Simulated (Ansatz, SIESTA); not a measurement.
One structure in several programs: MgAsPt₅ (P4/mmm, 7 atoms in the cell)

Relaxation of cell and atoms.

```
CELL_PARAMETERS angstrom
      3.89382     0.00000     0.00000
      0.00000     3.89382     0.00000
      0.00000     0.00000     7.02621
ATOMIC_POSITIONS crystal
  Mg 0.00000 0.00000 0.00000
  As 0.50000 0.50000 0.50000
  Pt 0.50000 0.50000 0.00000
  Pt 0.00000 0.50000 0.27910
  Pt 0.00000 0.50000 0.72090
  Pt 0.50000 0.00000 0.27910
  Pt 0.50000 0.00000 0.72090
```

Shared settings, as Ansatz (a program for electronic structure) writes them: kpoints.mp_grid.grid = 6 6 3; scf.occupations.method = gaussian; scf.occupations.width = 0.1 eV. Potentials and cutoffs stand in the table.

```tsv
code	model	final volume (Å³/atom)	cutoff
Ansatz	PBEsol, PAW files made with PBE	15.64	420 eV
SIESTA	GGA PBEsol, numerical atomic orbitals DZP, PseudoDojo PBEsol standard norm-conserving potentials (rewritten from UPF to PSML)	15.91	grid 300 Ry
```

On Ansatz's run: spin-orbit coupling is off. Spin polarisation is off; with an odd number of electrons in the cell that forces a metal, and a magnetic state may lie lower.

The spread over the programs that give each value: final volume within 0.27 Å³/atom.

SIESTA uses small atom-centred bases, whose incompleteness enters pressures, forces and empty levels differently from a plane-wave cutoff. The programs treat the finite-basis stress differently while the cell relaxes: Ansatz adds an estimate of it.

The starting cell comes from a database of computed structures (which also holds hypothetical and non-ambient phases and stackings), without a prior relaxation at this level. Its lattice was rescaled by a random factor within 2.5 % of one.

Keys are those of Ansatz 0.2.
